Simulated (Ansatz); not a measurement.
The reference is MgS in the rock salt structure (space group Fm-3m, No. 225; a = 5.182 Å).

Levels (all Ansatz, a quantum-chemistry and plane-wave program, PAW): PBEsol (420 eV, no spin-orbit coupling); r2SCAN (500 eV, without spin-orbit coupling).

Its gap is 2.73 eV with PBEsol and 3.49 eV with r2SCAN.

Now apply this change: O replaces 75.0 % of the S, ordered in a cell of 8 atoms (starting symmetry I4/mmm) and fully relaxed.

With PBEsol the gap becomes 3.82 eV.

If the r2SCAN correction stayed the same, what would the r2SCAN gap be, and what does the r2SCAN run give?

A rigid correction of +0.76 eV gives 4.58 eV. The r2SCAN run gives 4.79 eV, so the correction itself changes by +0.21 eV.

Single points use the geometry relaxed with PBEsol. These are small ordered cells, not random alloys; other orderings at the same x differ. Whether these cells are dynamically stable was not tested.
